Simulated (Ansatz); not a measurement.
Subject: the energy of the reaction as written. Reaction: cell B + 2 F2 (gas) → cell A. A negative value means that the right-hand side lies lower.

Cell A: a slab of Si (diamond, Fd-3m) cut along (100), 40 atoms, square cell of 7.74 Å (59.8 Å²), symmetry P2 within 0.02 Å, 8.8 Å thick under 16 Å of vacuum, in-plane vectors held at the crystal's; planes from bottom to top: H8 | Si4 × 6 | F8, its two faces unlike (dipole correction applied); added, foreign or displaced atoms, above the top plane and below the bottom plane: eight times F bound to 1 Si at 1.61 Å; eight times H bound to 1 Si at 1.48 Å; spin state with PBE: run without spin, k-point mesh 3×3×1.
```
FHSi3
1.0
    7.73573     0.00000     0.00000
    0.00000     7.73573     0.00000
    0.00000     0.00000    24.74508
Si F H
24 8 8
Direct
  0.00000   0.00000   0.36053
  0.00000   0.50000   0.36053
  0.50000   0.00000   0.36053
  0.50000   0.50000   0.36053
  0.25000   0.00000   0.41461
  0.25000   0.50000   0.41461
  0.75000   0.00000   0.41461
  0.75000   0.50000   0.41461
  0.25000   0.25000   0.46956
  0.25000   0.75000   0.46956
  0.75000   0.25000   0.46956
  0.75000   0.75000   0.46956
  0.00000   0.25000   0.52443
  0.00000   0.75000   0.52443
  0.50000   0.25000   0.52443
  0.50000   0.75000   0.52443
  0.00000   0.00000   0.57980
  0.00000   0.50000   0.57980
  0.50000   0.00000   0.57980
  0.50000   0.50000   0.57980
  0.25000   0.00000   0.63619
  0.25000   0.50000   0.63619
  0.75000   0.00000   0.63619
  0.75000   0.50000   0.63619
  0.34237   0.12986   0.67809
  0.15763   0.87014   0.67809
  0.34237   0.62986   0.67809
  0.15763   0.37014   0.67809
  0.84237   0.12986   0.67809
  0.65763   0.87014   0.67809
  0.84237   0.62986   0.67809
  0.65763   0.37014   0.67809
  0.99860   0.14830   0.32288
  0.00140   0.85170   0.32288
  0.99860   0.64830   0.32288
  0.00140   0.35170   0.32288
  0.49860   0.14830   0.32288
  0.50140   0.85170   0.32288
  0.49860   0.64830   0.32288
  0.50140   0.35170   0.32288
```

Cell B: a slab of Si (diamond, Fd-3m) cut along (100), 36 atoms, square cell of 7.74 Å (59.8 Å²), symmetry Pmm2 within 0.02 Å, 9.2 Å thick under 16 Å of vacuum, in-plane vectors held at the crystal's; planes from bottom to top: H8 | Si4 × 6 | F4, its two faces unlike (dipole correction applied); added, foreign or displaced atoms, above the top plane and below the bottom plane: two times Si2F2 bound through Si to 2 Si at 2.36 Å; eight times H bound to 1 Si at 1.48 Å; spin state with PBE: run without spin, k-point mesh 3×3×1.
```xyz
36
Lattice="7.7357 0.0000 0.0000 0.0000 7.7357 0.0000 0.0000 0.0000 25.1063" Properties=species:S:1:pos:R:3 pbc="T T T"
Si     0.0000    -0.0559     8.9321
Si     0.0000     3.9238     8.9321
Si     3.8679    -0.0559     8.9321
Si     3.8679     3.9238     8.9321
Si     1.9339    -0.0618    10.2699
Si     1.9339     3.9297    10.2699
Si     5.8018    -0.0618    10.2699
Si     5.8018     3.9297    10.2699
Si     1.9339     1.9339    11.5262
Si     1.9339     5.8018    11.7270
Si     5.8018     1.9339    11.5262
Si     5.8018     5.8018    11.7270
Si     0.0000     1.9339    12.8649
Si     0.0000     5.8018    13.1081
Si     3.8679     1.9339    12.8649
Si     3.8679     5.8018    13.1081
Si     0.0000     0.0870    14.3524
Si     0.0000     3.7808    14.3524
Si     3.8679     0.0870    14.3524
Si     3.8679     3.7808    14.3524
Si     1.9339     0.7182    15.5514
Si     1.9339     3.1496    15.5514
Si     5.8018     0.7182    15.5514
Si     5.8018     3.1496    15.5514
H      0.0000     1.1694     8.1047
H      0.0000     6.6169     7.9042
H      0.0000     4.9867     7.9042
H      0.0000     2.6985     8.1047
H      3.8679     1.1694     8.1047
H      3.8679     6.6169     7.9042
H      3.8679     4.9867     7.9042
H      3.8679     2.6985     8.1047
F      1.9339     0.1583    17.0719
F      1.9339     3.7096    17.0719
F      5.8018     0.1583    17.0719
F      5.8018     3.7096    17.0719
```

Reference: an isolated F2 molecule (singlet) in a box of 11 × 11 × 13 Å.

Plane-wave PAW calculations with Ansatz (an electronic-structure program), its default PAW set, cutoff 420 eV, 500 eV for r2SCAN. The structures are at rest with PBE, within the held lattices; other levels are single points on them. HSE06 runs on coarser k-point meshes, mended by the PBE difference between the two meshes. Neutral cells; Fermi-Dirac smearing of at most 0.05 eV in the solids, energies taken to zero width. The lattices are those relaxed with PBE, so at other levels the solids can be strained, which adds to the spread. Larger cells are relaxed from a start prepared with the learned potential CHGNet, on a coarser mesh till forces fall under 0.03 eV/Å, which some starts already meet. A dispersion term (D3(BJ), or D4 for r2SCAN) was computed beside these levels and is taken off wherever the name lacks it. No zero-point or thermal terms. Cells are local rest points, mostly with their start's symmetry. Values are for these cell sizes. Cell A has symmetry P2 within 0.02 Å and got no random move, so less symmetric positions, which may lie lower, weren't tried. Cell B has symmetry Pmm2 within 0.02 Å and got no random move, so less symmetric positions, which may lie lower, weren't tried.

**Question.** Predict the value from r2SCAN.

**Answer.** -13.78 eV, for cell B + 2 F2 (gas) → cell A.

**Question.** How does the value move with the functional?

**Answer.** 
```json
[
 {"Functional": "PBE", "value (eV)": "-12.47", "less r2SCAN": "1.31"},
 {"Functional": "HSE06", "value (eV)": "-13.14", "less r2SCAN": "0.64"}
]
```

The levels shown span 1.31 eV, from r2SCAN (-13.78) to PBE (-12.47).
